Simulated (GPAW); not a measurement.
# GPAW run on LaSi₂Ru (P2_1/m, 8 atoms in the cell): self-consistent single point

Method: LDA (Perdew-Wang 92), GPAW PAW datasets LDA (gpaw-data 1.0.1) (plane waves; GPAW).

Input as run:

```python
from ase import Atoms
from ase.dft.kpoints import monkhorst_pack
from ase.units import GPa
from gpaw import GPAW

atoms = Atoms(['La', 'La', 'Si', 'Si', 'Si', 'Si', 'Ru', 'Ru'],
              cell=[[4.538750, 0.000000, 0.000000],
                    [0.000000, 4.123020, 0.000000],
                    [-1.851277, 0.000000, 8.179741]],
              positions=[[0.048765, 3.092265, 1.649772],
                         [2.638708, 1.030755, 6.529969],
                         [2.827302, 3.092265, 4.137068],
                         [-0.139829, 1.030755, 4.042673],
                         [2.274293, 1.030755, 0.753763],
                         [0.413180, 3.092265, 7.425978],
                         [2.094743, 1.030755, 3.185518],
                         [0.592730, 3.092265, 4.994223]],
              pbc=True)

calc = GPAW(mode={'name': 'pw', 'ecut': 800},
            xc='LDA',
            kpts=monkhorst_pack((6, 6, 3)) + [0, 0, 0.5 / 3],
            occupations={'name': 'methfessel-paxton', 'width': 0.05, 'order': 1},
            nbands=-12,
            symmetry={'symmorphic': False, 'tolerance': 0.0005},
            maxiter=100)

atoms.calc = calc

energy = atoms.get_potential_energy()
print('Energy (eV):', round(energy, 6))
forces = atoms.get_forces()
print('Forces (eV/Ang):')
print(forces.round(5))
stress = atoms.get_stress()
print('Stress (GPa, Voigt):', (stress / GPa).round(4))
```

Output, abridged:

```
Input parameters:
  kpts: [[-0.41666667 -0.41666667 -0.16666667],
         [-0.41666667 -0.41666667  0.16666667],
         [-0.41666667 -0.41666667  0.5       ],
         ...,
         [ 0.41666667  0.41666667 -0.16666667],
         [ 0.41666667  0.41666667  0.16666667],
         [ 0.41666667  0.41666667  0.5       ]]
  maxiter: 100
  mode: {ecut: 800,
         name: pw}
  nbands: -12
  occupations: {name: methfessel-paxton,
                order: 1,
                width: 0.05}
  symmetry: {symmorphic: False,
             tolerance: 0.0005}

species:
  La:
    name: Lanthanum
    Z: 57.0
    valence: 11
    core: 46
    charge: 0.0
    file: La.LDA.gz

    # Using partial waves for La as LCAO basis

  Si:
    name: Silicon
    Z: 14.0
    valence: 4
    core: 10
    charge: 0.0
    file: Si.LDA.gz

    # Using partial waves for Si as LCAO basis

  Ru:
    name: Ruthenium
    Z: 44.0
    valence: 16
    core: 28
    charge: 0.0
    file: Ru.LDA.gz

    # Using partial waves for Ru as LCAO basis

Reference energy: -739558.928465  # eV

Spin-paired calculation

Convergence criteria:
 Maximum [total energy] change in last 3 cyles: 0.0005 eV / valence electron
 Maximum integral of absolute [dens]ity change: 0.0001 electrons / valence electron
 Maximum integral of absolute [eigenst]ate change: 4e-08 eV^2 / valence electron
 Maximum number of scf [iter]ations: 100

Symmetries present (total): 4
Symmetries with fractional translations: 2
108 k-points: 6 x 6 x 3 Monkhorst-Pack grid + [0.000000,0.000000,1/6]
27 k-points in the irreducible part of the Brillouin zone
       k-points in crystal coordinates                weights
   0:     0.08333333    0.08333333   -0.16666667          4/108
   1:     0.08333333    0.08333333    0.16666667          4/108
   2:     0.08333333    0.08333333    0.50000000          4/108
   [... 7 lines left out ...]
          ...
  26:     0.41666667    0.41666667    0.50000000          4/108

Wave functions: Plane wave expansion
  Cutoff energy: 800.000 eV
  Number of coefficients (min, max): 7840, 7887
  Pulay-stress correction: 0.000000 eV/Ang^3 (de/decut=0.000000)

Occupation numbers: Methfessel-Paxton:
  width: 0.0500  # eV
  order: 1

Eigensolver

Densities:
  Coarse grid: 30*28*56 grid
  Fine grid: 60*56*112 grid
  Total Charge: 0.000000

Density mixing:
  Method: separate
  Backend: pulay
  Linear mixing parameter: 0.05
  old densities: 5
  Damping of long wavelength oscillations: 50

Hamiltonian:
  XC and Coulomb potentials evaluated on a 60*56*112 grid
  External potential:
    NoExternalPotential

Number of atoms: 8
Number of atomic orbitals: 82
Number of bands in calculation: 47
Number of valence electrons: 70
Bands to converge: occupied

Density initialized from atomic densities
  47 bands from LCAO basis set

Atomic positions and initial magnetic moments

Positions:
   0 La     0.048765    3.092265    1.649772    ( 0.0000,  0.0000,  0.0000)
   1 La     2.638708    1.030755    6.529969    ( 0.0000,  0.0000,  0.0000)
   2 Si     2.827302    3.092265    4.137068    ( 0.0000,  0.0000,  0.0000)
   3 Si    -0.139829    1.030755    4.042673    ( 0.0000,  0.0000,  0.0000)
   4 Si     2.274293    1.030755    0.753763    ( 0.0000,  0.0000,  0.0000)
   5 Si     0.413180    3.092265    7.425978    ( 0.0000,  0.0000,  0.0000)
   6 Ru     2.094743    1.030755    3.185518    ( 0.0000,  0.0000,  0.0000)
   7 Ru     0.592730    3.092265    4.994223    ( 0.0000,  0.0000,  0.0000)

Unit cell:
           periodic     x           y           z      points  spacing
  1. axis:    yes    4.538750    0.000000    0.000000    30     0.1476
  2. axis:    yes    0.000000    4.123020    0.000000    28     0.1473
  3. axis:    yes   -1.851277    0.000000    8.179741    56     0.1461

  Lengths:   4.538750   4.123020   8.386620
  Angles:   90.000000 102.752603  90.000000

Effective grid spacing dv^(1/3) = 0.1482

     iter     time        total  log10-change:
                         energy   eigst   dens
iter:   1 --:--:--   -65.218142
iter:   2 --:--:--   -64.702553   -0.23  -1.21
iter:   3 --:--:--   -63.918026   -0.74  -1.22
iter:   4 --:--:--   -63.419530   -0.90  -1.27
iter:   5 --:--:--   -63.457601   -0.79  -1.42
iter:   6 --:--:--   -63.363509   -1.03  -1.62
iter:   7 --:--:--   -63.305671   -1.63  -1.95
iter:   8 --:--:--   -63.312908   -2.04  -1.98
iter:   9 --:--:--   -63.287744c  -2.31  -1.96
iter:  10 --:--:--   -63.237417   -2.05  -2.04
iter:  11 --:--:--   -63.237746   -2.63  -2.53
iter:  12 --:--:--   -63.238154c  -2.67  -2.61
iter:  13 --:--:--   -63.237335c  -3.09  -2.54
iter:  14 --:--:--   -63.238628c  -3.06  -2.67
iter:  15 --:--:--   -63.236575c  -3.69  -2.75
iter:  16 --:--:--   -63.235871c  -3.44  -2.89
iter:  17 --:--:--   -63.236181c  -4.10  -3.12
   [... 3 lines left out ...]
iter:  21 --:--:--   -63.235834c  -4.70  -3.35
iter:  22 --:--:--   -63.235814c  -5.18  -3.41
iter:  23 --:--:--   -63.235772c  -4.97  -3.48
iter:  24 --:--:--   -63.235764c  -5.18  -3.72
iter:  25 --:--:--   -63.235756c  -5.80  -3.90
iter:  26 --:--:--   -63.235748c  -5.37  -4.00c
iter:  27 --:--:--   -63.235744c  -6.12  -4.09c
iter:  28 --:--:--   -63.235745c  -6.61  -4.38c
iter:  29 --:--:--   -63.235746c  -6.63  -4.40c
iter:  30 --:--:--   -63.235747c  -6.69  -4.40c
iter:  31 --:--:--   -63.235746c  -7.27  -4.66c
iter:  32 --:--:--   -63.235746c  -7.64c -4.78c

Converged after 32 iterations.

Dipole moment: (-0.000000, -0.000000, 0.000000) |e|*Ang

Energy contributions relative to reference atoms: (reference = -739558.928465)

Kinetic:        +40.070976
Potential:      -36.668602
External:        +0.000000
XC:             -65.229853
Entropy (-ST):   -0.001173
Local:           -1.407484
SIC:             +0.000000
--------------------------
Free energy:    -63.236136
Extrapolated:   -63.235746

Showing only first 2 kpts
 Kpt  Band  Eigenvalues  Occupancy
  0    33      9.60907    2.00000
  0    34      9.87276    2.00317
  0    35     10.23982   -0.00000
  0    36     10.45329   -0.00000

  1    33      9.80682    2.00895
  1    34      9.90173    1.43872
  1    35     10.10531   -0.00000
  1    36     10.57065   -0.00000

Fermi level: 9.91522

No gap
No difference between direct/indirect transitions
Energy (eV): -63.235746

Forces in eV/Ang:
  0 La   -0.01004    0.00000    0.05953
  1 La    0.01004   -0.00000   -0.05953
  2 Si   -0.10640    0.00000    0.07849
  3 Si    0.10640    0.00000   -0.07849
  4 Si   -0.04795    0.00000    0.09195
  5 Si    0.04795   -0.00000   -0.09195
  6 Ru   -0.03683    0.00000   -0.00102
  7 Ru    0.03683   -0.00000    0.00102

Stress tensor:
     0.033210     0.000000    -0.000978
     0.000000     0.029833     0.000000
    -0.000978     0.000000     0.032685
Stress (GPa, Voigt): [ 5.3208  4.7797  5.2367  0.     -0.1567  0.    ]
```

The run converged in 32 iterations. GPAW prints stress with tension positive.

The starting cell comes from a database of computed structures (which also holds hypothetical and non-ambient phases and stackings), without a prior relaxation at this level. Spin polarisation is off. With a pressure of about -5 GPa the cell is away from its equilibrium volume at this level.

Cost on one core of a shared machine: roughly 7 min.
